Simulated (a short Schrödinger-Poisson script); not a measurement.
From a short Schrödinger-Poisson script (our own, NumPy): 1D Poisson equation in equilibrium, electrons quantum, Hartree (BenDaniel-Duke, 40 states a valley, the channel's in-plane mass for all, wave functions free to enter the barrier), parabolic valleys, classical holes, donors ionised by Fermi statistics, acceptors fully, no traps, pinning or gate leakage.

Structure: gated In0.52Al0.48As/In0.53Ga0.47As modulation-doped gas in a quantum well, at 300 K.

From the gate side: 20 nm In0.52Al0.48As; 10 nm In0.52Al0.48As, donors 6.5e17 cm⁻³; 5 nm In0.52Al0.48As; 10 nm In0.53Ga0.47As; 4000 nm In0.52Al0.48As, acceptors 8e14 cm⁻³.

The device is made up for the run: typed textbook-type constants, with dimensions and the other settings drawn at random. In0.52Al0.48As: permittivity 12.5, conduction-band edge (eV) 0.52, gap (eV) 1.45, electron mass (mₑ) 0.075, Nv at 300 K (cm⁻³) 1.1e19. In0.53Ga0.47As: permittivity 13.9, conduction-band edge (eV) 0, gap (eV) 0.74, Nv at 300 K (cm⁻³) 7.7e18.

Channel valleys (confinement mass, in-plane density-of-states mass, number): Γ 0.041, 0.041, 1. At the gate the conduction-band edge of layer 1 lies 0.65 eV − eVg above the Fermi level of the channel; the field vanishes at the back. Donor level 0.006 eV below the band edge. The barrier under the gate holds no holes. Gaps are held at their typed values at every temperature. Mesh 0.08 nm at interfaces.

**Question.** Give the centroid of the channel electrons at Vg = 0.4 V (nm); the lowest subband against the Fermi level at Vg = 0.4 V (meV); the capacitance at Vg = 0.4 V (μF/cm²).

**Answer.** centroid of the channel electrons at Vg = 0.4 V (nm): 4.62; lowest subband against the Fermi level at Vg = 0.4 V (meV): -32.8; capacitance at Vg = 0.4 V (μF/cm²): 0.259.
